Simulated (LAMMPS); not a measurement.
LAMMPS 22 Jul 2025, classical MD, Stillinger-Weber (Si.sw): Si, 1728 atoms.

- task = MD, nve
- potential = Stillinger-Weber, Si.sw
- copies of the repeat unit = 6×6×6
- shape (slab and sphere leave vacuum in the box) = bulk
- steps = 2000
- timestep = 1 fs
- thermo = 50
- newton = on (default)
- atom_modify sort (bins of 2 Å where set) = 1000 (default)
- comm_style = brick (default)
- box = 32.6 × 32.6 × 32.6 Å
- start = generated diamond lattice, warmed in an untimed run

All runs start from one configuration, warmed at this fixed volume for 1000 steps under a thermostat at 300 K. The run at a skin of 2 Å has a mean temperature of 290 K and a mean pressure of 0.3 GPa.

One run each, on a shared machine, so no times are given.

With neigh_modify every 1 delay 0 check yes, skins of 0.1, 0.3, 0.5, 1, 1.5, 2, 3 Å were run. Further schedules:
- skin 1 Å, every 100 delay 0 check no
- skin 2 Å, every 10 delay 0 check yes
- skin 1 Å, every 20 delay 0 check no
- skin 2 Å, every 100 delay 0 check no
- skin 2 Å, every 1 delay 10 check yes
- skin 2 Å, every 20 delay 0 check no
- skin 0.3 Å, every 1 delay 10 check yes

A schedule rebuilds too seldom if it shows a dangerous build, rebuilds less often than the check at every step does at that skin, or fails.

How often does the distance check rebuild the lists at each skin, and which schedules rebuild too seldom?

With the check at every step the rebuilds are 445 at 0.1 Å, 156 at 0.3 Å, 86 at 0.5 Å, 4 at 1 Å, 0 at 1.5 Å, 0 at 2 Å, 0 at 3 Å. No further schedule rebuilds too seldom in this run.

```
setting                                 rebuilds  dangerous builds  list entries an atom  change of the total energy (meV/atom)
--------------------------------------  --------  ----------------  --------------------  -------------------------------------
skin 0.1 Å, every 1 delay 0 check yes        445                 —                  11.8                                −0.0011
skin 0.3 Å, every 1 delay 0 check yes        156                 —                  16.0                                −0.0011
skin 0.5 Å, every 1 delay 0 check yes         86                 —                  16.0                                −0.0011
skin 1 Å, every 1 delay 0 check yes            4                 —                  28.0                                −0.0011
skin 1.5 Å, every 1 delay 0 check yes          0                 —                  28.2                                −0.0011
skin 2 Å, every 1 delay 0 check yes            0                 —                  34.4                                −0.0011
skin 3 Å, every 1 delay 0 check yes            0                 —                  67.9                                −0.0011
skin 1 Å, every 100 delay 0 check no          20       not counted                  28.0                                −0.0011
skin 2 Å, every 10 delay 0 check yes           0                 0                  34.4                                −0.0011
skin 1 Å, every 20 delay 0 check no          100       not counted                  28.0                                −0.0011
skin 2 Å, every 100 delay 0 check no          20       not counted                  34.4                                −0.0011
skin 2 Å, every 1 delay 10 check yes           0                 0                  34.4                                −0.0011
skin 2 Å, every 20 delay 0 check no          100       not counted                  34.4                                −0.0011
skin 0.3 Å, every 1 delay 10 check yes       156                 0                  16.0                                −0.0011
```

List entries are as LAMMPS prints them (Ave neighs/atom).
